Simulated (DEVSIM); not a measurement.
Structure: abrupt Ge n-p junction, at 350 K.

Layer 1 from the left is Ge, thickness (μm) 62.0, Nd (cm⁻³) 4.5e15, τn (s) 9.7e-7, τp (s) 9.7e-7. Layer 2 from the left is Ge, thickness (μm) 5.10, Na (cm⁻³) 2.7e15, τn (s) 9.7e-7, τp (s) 9.7e-7.

Left contact: ohmic. Right contact: ohmic. Voltage is applied to the left contact. Recombination: SRH at mid-gap, radiative, Auger. Mobility is μmin + (μ − μmin)/(1 + (N/Nref)^α).

The device is made up for the run: typed textbook-type constants, with dimensions and the other settings drawn at random. Values at 300 K; Nc and Nv go as T^1.5, mobilities as T to minus their exponent, the gap by Varshni's rule with the affinity fixed.

Ge: gap (eV) 0.664, affinity (eV) 4, permittivity 16, Nc (cm⁻³) 1.04e19, Nv (cm⁻³) 6e18, μn (cm²/Vs) 3900, μp (cm²/Vs) 1900, μn,min 150, μp,min 100, Nref,n 2.6e17, Nref,p 4e17, αn 0.56, αp 0.6, T exponent of μn 1.66, T exponent of μp 2.33, B (cm³/s) 6.4e-14, Cn (cm⁶/s) 1e-31, Cp (cm⁶/s) 1e-31, Varshni α (eV/K) 0.000477, Varshni β (K) 235.

Model (solved in DEVSIM): 1D drift-diffusion, Boltzmann statistics, complete ionisation; no tunnelling, impact ionisation, image-force lowering or self-heating.

Question: What does the simulation give for the potential step across the device at zero bias, the dark forward voltage at 100 A/cm²?

Answer: potential step across the device at zero bias 0.165 V; dark forward voltage at 100 A/cm² 0.384 V.
